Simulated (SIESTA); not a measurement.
Troubleshooting SIESTA: a failed run on Sc₆CoTe₂ (P-62m, 9 atoms in the cell). The aim is a self-consistent single point with DFT, LDA PW92, numerical atomic orbitals DZP, PseudoDojo LDA standard norm-conserving potentials (rewritten from UPF to PSML).

Input as run:

```
# files in the folder: Sc.psml Co.psml Te.psml (PseudoDojo LDA standard)
SystemName  Sc6CoTe2
SystemLabel Sc6CoTe2

NumberOfAtoms                9
NumberOfSpecies              3
%block ChemicalSpeciesLabel
  1 21 Sc
  2 27 Co
  3 52 Te
%endblock ChemicalSpeciesLabel
LatticeConstant              1.0 Ang
%block LatticeVectors
     7.729370000    0.000000000    0.000000000
    -3.864685000    6.693831000    0.000000000
     0.000000000    0.000000000    3.784940000
%endblock LatticeVectors
AtomicCoordinatesFormat      ScaledCartesian
%block AtomicCoordinatesAndAtomicSpecies
     1.806199182    0.000000000    0.000000000  1
     2.961585409    5.129616572    0.000000000  1
    -0.903099591    1.564214428    0.000000000  1
     4.728055629    0.000000000    1.892470000  1
     1.500657185    2.599214577    1.892470000  1
    -2.364027814    4.094616423    1.892470000  1
     0.000000000    0.000000000    1.892470000  2
    -0.000003865    4.462556231    0.000000000  3
     3.864688865    2.231274769    0.000000000  3
%endblock AtomicCoordinatesAndAtomicSpecies

XC.functional                LDA
XC.authors                   PW92
PAO.BasisSize                DZP
PAO.EnergyShift              0.01 Ry
MeshCutoff                   400
%block kgrid.MonkhorstPack
    4   0   0  0.0
    0   4   0  0.0
    0   0   7  0.0
%endblock kgrid.MonkhorstPack
OccupationFunction           FD
ElectronicTemperature        136.0 meV
Spin                         polarized
%block DM.InitSpin
  1 +0.00
  2 +0.00
  3 +0.00
  4 +0.00
  5 +0.00
  6 +0.00
  7 +3.00
  8 +0.00
  9 +0.00
%endblock DM.InitSpin

MaxSCFIterations             150
SCF.Mixer.Method             Pulay
SCF.Mixer.Weight             0.1
SCF.Mixer.History            8
SCF.DM.Tolerance             1.0E-05
Diag.ParallelOverK           true
WriteForces                  true
Charge.Mulliken              end
```

Output (repeated stretches shortened):

```
reinit: Reading from file input.fdf

reinit: System Name: Sc6CoTe2
reinit: System Label: Sc6CoTe2

NOTE on units for spin output:
{S} is the spin magnetic moment, in units of the Bohr magneton,
assuming a g-factor for the electron spin of exactly 2.
The spin magnetic moment is then numerically equal to the charge inbalance,
in units of electrons, between the spin-up and -down channels.

coor:   Atomic-coordinates input format  =     Cartesian coordinates
coor:                                          (in units of alat)

siesta: Atomic coordinates (Bohr) and species
siesta:      3.41322   0.00000   0.00000  1        1
siesta:      5.59659   9.69357   0.00000  1        2
siesta:     -1.70661   2.95594   0.00000  1        3
siesta:      8.93473   0.00000   3.57625  1        4
siesta:      2.83583   4.91180   3.57625  1        5
siesta:     -4.46737   7.73770   3.57625  1        6
siesta:      0.00000   0.00000   3.57625  2        7
siesta:     -0.00001   8.43301   0.00000  3        8
siesta:      7.30320   4.21650   0.00000  3        9

siesta: System type = bulk

initatomlists: Number of atoms, orbitals, and projectors:      9   169   192

siesta: ******************** Simulation parameters ****************************
redata: Spin configuration                          = collinear
redata: Time-Reversal Symmetry                      = T
redata: Number of Atomic Species                    =        3
ERROR

FDF module: fdf_physical:  no unit specified for MeshCutoff

     File: fdf.F90
     Line:  2144
Note: The following floating-point exceptions are signalling: IEEE_INVALID_FLAG IEEE_OVERFLOW_FLAG
STOP Stopping Program
```

**Question.** From the messages shown, name the fault and mend the input.

**Answer.** The fault is an energy without its unit. The key takes a value and a unit. To fix it, add the unit. The program stopped before any SCF iteration.

An input that runs soundly differs in these lines (not the only fix; some lines may just follow from the change or write a value another way):
```diff
-MeshCutoff                   400
+MeshCutoff                   400 Ry
```

With that input, the run converged in 33 iterations: free energy E − TS -17744.9628 eV; Fermi level (on the code's own zero) -4.54 eV; pressure -7.13 GPa; largest force (vector length) 0.378 eV/Å; size of the cell's spin moment 0.00 μB (DFT, LDA PW92, numerical atomic orbitals DZP, PseudoDojo LDA standard norm-conserving potentials (rewritten from UPF to PSML)).

On the sound input: the starting cell comes from a database of computed structures (which also holds hypothetical and non-ambient phases and stackings), without a prior relaxation at this level. The starting moments vanished: the run ended non-magnetic, which need not be the lowest state. Values carry the incompleteness of an atom-centred basis. With a pressure of about -7 GPa the cell is away from its equilibrium volume at this level.
